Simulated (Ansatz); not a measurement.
The parent structure is TiB2 (space group P6/mmm, No. 191; a = 3.032 Å, c = 3.224 Å).

Structures relaxed with PBE in Ansatz (plane waves to 420 eV, PAW, no spin-orbit coupling).

Base:

Simulated powder pattern, Cu Kα1, λ = 1.54056 Å (kinematic, ideal powder, no thermal factors, no anomalous dispersion; the 8 strongest lines at most, above 2 %, up to 2θ = 90°):

```tsv
2θ (°)	I/Imax (%)	hkl
27.64	20	(001)
34.12	57	(100)
44.46	100	(101)
57.08	9.2	(002)
61.08	22	(110)
68.20	13	(102)
78.61	15	(201)
88.45	15	(112)
```

After one change:

Simulated powder pattern, Cu Kα1, λ = 1.54056 Å (kinematic, ideal powder, no thermal factors, no anomalous dispersion; the 8 strongest lines at most, above 2 %, up to 2θ = 90°):

| 2θ (°) | I/Imax (%) |
|---|---|
| 28.04 | 20 |
| 34.46 | 58 |
| 45.00 | 100 |
| 57.97 | 9.1 |
| 61.74 | 22 |
| 69.22 | 13 |
| 79.60 | 15 |
| 89.78 | 15 |

Which of these changes matches the shifts?
(A) pressure 15 GPa
(B) pressure 30 GPa
(C) pressure 9 GPa
(D) pressure 4.5 GPa

C, pressure 9 GPa. Its volume per atom is 8.27 Å³ against 8.56 Å³, and its space group is P6/mmm (No. 191).

Load acts through the strain it causes; cell and atoms are relaxed under it. Whether these cells are dynamically stable was not tested. No other phases were tried under pressure. All final runs are without spin polarisation.

Ansatz is an electronic-structure program.
